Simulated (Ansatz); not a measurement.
The reference is MgO in the rock salt structure (space group Fm-3m, No. 225; a = 4.204 Å). Axes: x, y, z lie along the cube axes.

Computed with Ansatz (an electronic-structure program), r2SCAN, PAW, cutoff 500 eV, without spin-orbit coupling.

Before the change:

```
Item                                         Value
-----------------------------  -------------------
Valence-band top at Γ          0.00, 0.00, 0.00 eV
Band gap                                   5.68 eV
Shortest interatomic distance              2.102 Å
```

One thing is altered: tensor shear ε_xy = +2.00 % (engineering shear γ = 0.0400), atoms relaxed at fixed cell.

Question: Predict the new valence-band top at Γ.

Answer: The valence-band top at Γ (three highest levels, from the VBM) goes from 0.00, 0.00, 0.00 eV to 0.00, -0.16, -0.31 eV.

Question: Predict the new band gap.

Answer: The band gap falls by 0.17 eV, from 5.68 eV to 5.51 eV.

Question: How does this affect the shortest interatomic distance?

Answer: The shortest interatomic distance remains 2.102 Å.

The cells carry an imposed strain or load. Stability against distortions was not tested.
